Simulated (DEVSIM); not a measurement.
System: Mo/SiO2/n-Si capacitor, at 250 K.

```tsv
layer (left to right)	material	thickness (nm)	Nd (cm⁻³)
1	SiO2	54.0	-
2	Si	4700	1.5e16
```

Metal gate on the left, work function 4.6 eV. Fixed charge at the semiconductor interface 0 cm⁻² (in units of +e); no interface traps.

The device is made up for the run: typed textbook-type constants, with dimensions and the other settings drawn at random. Values at 300 K; Nc and Nv go as T^1.5, mobilities as T to minus their exponent, the gap by Varshni's rule with the affinity fixed.

```tsv
parameter	SiO2	Si
gap (eV)	9	1.124
affinity (eV)	0.9	4.05
permittivity	3.9	11.7
Nc (cm⁻³)	-	2.86e19
Nv (cm⁻³)	-	3.1e19
Varshni α (eV/K)	-	0.000473
Varshni β (K)	-	636
```

DEVSIM, 1D Poisson equation in equilibrium, Boltzmann statistics, complete ionisation; no quantum confinement or tunnelling. Metal contacts follow the ideal Schottky-Mott rule: no Fermi-level pinning, no interface dipoles.

The interface trap density was swept, all else fixed.

```tsv
interface trap density (cm^-2 eV^-1)	flat-band voltage (V)	minimum of the low-frequency capacitance (μF/cm²)
0	0.39	0.0258
1e10	0.40	0.0264
1e11	0.50	0.0308
3e11	0.70	0.0376
1e12	1.42	0.0486
2e12	2.45	0.0544
```

From the first row to the last the flat-band voltage goes from 0.39 to 2.45. From the first row to the last the minimum of the low-frequency capacitance goes from 0.0258 to 0.0544.
